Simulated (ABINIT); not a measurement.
Band structure of Mg2Sn (Fm-3m, 3 atoms in the cell).

```xyz
3
Lattice="0.0000 3.3288 3.3288 3.3288 0.0000 3.3288 3.3288 3.3288 0.0000" Properties=species:S:1:pos:R:3 pbc="T T T"
Mg     1.6644     1.6644     1.6644
Mg     4.9932     4.9932     4.9932
Sn     0.0000     0.0000     0.0000
```

Level of theory: PBE, PAW (JTH v2.0 PBE PAW) (plane waves; ABINIT 10.0.3).

Settings: pseudos = [Mg.GGA_PBE-JTH.xml, Sn.GGA_PBE-JTH.xml]; ecut = 20 Ha; pawecutdg = 40 Ha; occopt = 7; tsmear = 0.272 eV; ngkpt = 6 6 6; nshiftk = 1; shiftk = 0 0 0; potentials = JTH v2.0 PBE PAW; kptopt = 1; nstep = 60; toldfe1 = 1e-09 Ha; ndtset = 2.

The starting cell comes from a database of computed structures (which also holds hypothetical and non-ambient phases and stackings), without a prior relaxation at this level. Its lattice was rescaled by a random factor within 2.5 % of one.

These are the values that this program gave, and no reference: the one-centre exchange-correlation terms come from a truncated expansion.

Levels in eV from the Fermi level, bands 14 to 21:
```json
[
 {"point": "Γ", "14": "-9.29", "15": "0.03", "16": "0.03", "17": "0.03", "18": "1.71", "19": "2.26", "20": "2.26", "21": "2.26"},
 {"point": "X", "14": "-7.40", "15": "-4.70", "16": "-2.15", "17": "-2.15", "18": "-0.04", "19": "0.15", "20": "7.48", "21": "7.48"},
 {"point": "W", "14": "-7.36", "15": "-3.86", "16": "-3.86", "17": "-2.78", "18": "2.71", "19": "3.15", "20": "3.15", "21": "3.42"},
 {"point": "K", "14": "-7.43", "15": "-4.27", "16": "-3.63", "17": "-1.81", "18": "0.44", "19": "2.72", "20": "5.46", "21": "5.73"},
 {"point": "L", "14": "-7.94", "15": "-4.94", "16": "-0.82", "17": "-0.82", "18": "0.88", "19": "2.29", "20": "2.29", "21": "4.06"},
 {"point": "U", "14": "-7.43", "15": "-4.27", "16": "-3.63", "17": "-1.81", "18": "0.44", "19": "2.72", "20": "5.46", "21": "5.73"}
]
```

Bands cross the Fermi level along this path, so the cell is metallic at this level.
